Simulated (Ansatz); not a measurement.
## PtGe (space group Pnma, No. 62)

Space group Pnma (No. 62); a = 5.8187 Å, b = 3.7571 Å, c = 6.1752 Å, α = β = γ = 90.00°

```csv
atom,site,symmetry,x,y,z
Pt,4c,.m.,0.4978,0.2500,0.3076
Ge,4c,.m.,0.1863,0.2500,0.5884
```

Calculations: PBE/PAW in Ansatz (an electronic-structure program), without spin-orbit coupling. k-mesh 8×12×8 (Γ-centred); smearing 0.05 eV (Fermi–Dirac).

| Quantity | Value |
|---|---|
| Volume per atom | 16.87 Å³ |
| Density | 13.17 g/cm³ |
| Band gap | zero |
| Total energy | -8409.465 eV/atom (σ→0; compares only within this code and set-up) |

No phonon test of stability was made. All final runs are without spin polarisation.
